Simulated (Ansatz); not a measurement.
**Hypothetical fluorite ZrS2: 5 layers**

Consider ZrS2 in the fluorite structure (space group Fm-3m, No. 225; a = 6.256 Å; a hypothetical phase, not in the database extracts checked). Axes: x, y, z lie along the cube axes.

The change: a free-standing slab of 5 layers (15 atoms, 3 a layer) is cut normal to [111], with 15 Å of vacuum and the in-plane cell held at bulk.

All numbers come from Ansatz (a first-principles code) r2SCAN, no spin-orbit coupling. Γ-centred 12×12×1 mesh, Fermi–Dirac width 0.05 eV, for the changed cell.

```tsv
quantity	base	changed	shift
layer's space group (with vacuum)	–	P-3m1 (No. 164)	–
shortest interatomic distance	2.709 Å	2.581 Å	-0.128 Å
band gap	0.13 eV	0.67 eV	+0.534 eV
gap character	–	indirect, M → Γ	–
smallest direct gap	0.22 eV	0.72 eV	+0.50 eV
excess energy per area of both faces (slab less bulk energy over the cell's area: twice a surface energy) (uncertain by up to 0.1 J/m²)	–	0.6 J/m²	–
```

Final structure:

```
CELL_PARAMETERS angstrom
      4.42382     0.00000     0.00000
      2.21191     3.83114     0.00000
      0.00000     0.00000    31.25415
ATOMIC_POSITIONS crystal
  S  0.66667 0.16667 0.23927
  Zr 0.33333 0.83333 0.27340
  S  0.00000 0.50000 0.29910
  S  0.33333 0.83333 0.35598
  Zr 0.00000 0.50000 0.38392
  S  0.66667 0.16667 0.41303
  S  0.00000 0.50000 0.47120
  Zr 0.66667 0.16667 0.50000
  S  0.33333 0.83333 0.52880
  S  0.66667 0.16667 0.58697
  Zr 0.33333 0.83333 0.61608
  S  0.00000 0.50000 0.64402
  S  0.33333 0.83333 0.70090
  Zr 0.00000 0.50000 0.72660
  S  0.66667 0.16667 0.76073
```

Cost of the whole job for the changed cell (relaxation, final SCF and bands): around 6 core-minutes (rough).

Slab and bulk use different k-meshes, which limits the precision of the excess energy. No phonon test of stability was made. A zero or small gap of ZrS2 can be the functional's error rather than a property of the material. Labels are those of the standard path for the cell's own space group.
